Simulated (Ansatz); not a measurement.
The starting structures come from a database of crystals and need not be the phases stable at ambient conditions.

 Where the default PAW files enter, the runs use the earlier of Ansatz's two default sets.

Tunnelling through a barrier is set by its complex band structure: the current falls as exp(−2κd) with the smallest κ.

Here is the system:

```xyz
20
Lattice="4.7498 0.0000 0.0000 0.0000 5.1172 0.0000 0.0000 0.0000 8.8346" Properties=species:S:1:pos:R:3 pbc="T T T"
Li     0.0000     2.5586     0.0000
Li     2.3749     0.0000     0.0000
Li     2.3749     0.0000     4.4173
Li     0.0000     2.5586     4.4173
Ta     2.0983     2.2972     2.2086
Ta     2.6515     2.8200     6.6259
Ta     4.4732     0.2614     6.6259
Ta     0.2766     4.8559     2.2086
O      3.3179     0.6156     2.2086
O      1.4319     4.5016     6.6259
O      0.9430     1.9430     6.6259
O      3.8068     3.1742     2.2086
O      1.0023     1.0584     0.9358
O      3.7475     4.0588     7.8988
O      3.3771     1.5002     7.8988
O      1.3726     3.6171     0.9358
O      1.3726     3.6171     3.4815
O      3.3771     1.5002     5.3530
O      3.7475     4.0588     5.3530
O      1.0023     1.0584     3.4815
```

Space group of this cell: Pnma. The cell is taken as given; by LDA its mean pressure is -12.2 GPa.

Transport runs along the normal of the first two printed cell vectors.

The gap is the functional's own, uncorrected, and κ follows it; spin-orbit coupling is left out. Mid-gap values are interpolated between the computed energies.

Q: Predict the band gap and the smallest decay constant κ at mid-gap from LDA run with Ansatz (a program for electronic structure).

A: Gap 2.39 eV on a 6×6×4 mesh; κ = 0.342 1/Å, at the zone centre.
